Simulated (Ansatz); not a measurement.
# What tensor shear ε_yz = −2.89 % does to Al2O3

The parent structure is Al₂O₃ in the corundum structure (space group R-3c, No. 167; a = 4.758 Å, c = 12.992 Å (hexagonal axes)). Axes: x lies along a and z along c of the hexagonal cell.

One thing is altered: tensor shear ε_yz = −2.89 % (engineering shear γ = -0.0578); the atoms relax in the strained cell.

Computed with r2SCAN, PAW, 500 eV (Ansatz, a program for electronic structure; no spin-orbit coupling), earlier PAW set. Settings: 8×8×8 k-points, 0.05 eV Fermi–Dirac smearing.

| quantity | base | changed | shift |
|---|---|---|---|
| volume per atom | 8.49 Å³ | 8.48 Å³ | -0.01 Å³ |
| space group | R-3c (No. 167) | C2/c (No. 15) | – |
| shortest interatomic distance | 1.856 Å | 1.831 Å | -0.025 Å |
| energy relative to the base (free energy F) | 0 meV/atom | +13 meV/atom | +13 meV/atom |
| pressure (mean of the normal stresses, compression positive) | 0.0 kbar | 9.2 kbar | +9.2 kbar |
| band gap | 7.15 eV | 7.08 eV | -0.07 eV |
| gap character | direct at Γ | direct at Γ | – |
| valence-band top at Γ (three highest levels, from the VBM) | 0.00, -0.05, -0.05 eV | 0.00, -0.08, -0.11 eV | – |
| stress (xx, yy, zz, yz, xz, xy; compression positive) | – | (1.75, -0.13, 1.15, 8.83, 0.00, 0.00) GPa | – |

Cost of the whole job for the changed cell (relaxation, final SCF and bands): around 5 core-minutes (rough).

Whether these cells are dynamically stable was not tested. Labels are those of the standard path for the cell's own space group.
